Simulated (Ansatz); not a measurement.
Structures of equal composition on the (000-1) surface of wurtzite GaN (N plane on top): 2x2 Ga adatom at H3; 2x2 Ga adatom at T1; 2x2 Ga adatom at T4. The slabs share one bottom face, and each structure is named by its start. These are constructed structures in small cells; real faces may alloy, dewet or reconstruct in larger ones, and not all known structures of the face are among them. Slabs of about 14 Å, Fermi-Dirac smearing of 0.025 eV. Bottom of the slabs: H caps. Relaxed from the named starts with such symmetry as they have, on meshes of like density; energies extrapolated to zero smearing; spin only where a row says so; no spin-orbit coupling, no U. Brackets mark spin-polarised runs, whose order is one that fits the cell. Where a second, spin-polarised start was run, the lower counts.

Computed with PBE (plane waves to 420 eV, PAW; Ansatz, an electronic-structure program).

Q: Rank these by energy per 1x1 cell (lowest first), as PBE gives it.

A: 2x2 Ga adatom at H3 (0.000 eV, gap 0.64 eV on the mesh), 2x2 Ga adatom at T4 (0.212 eV (3 Ga–N bonds formed), gap 0.32 eV on the mesh), 2x2 Ga adatom at T1 (0.341 eV [spin, 2.0 μB a cell], no gap on the mesh)
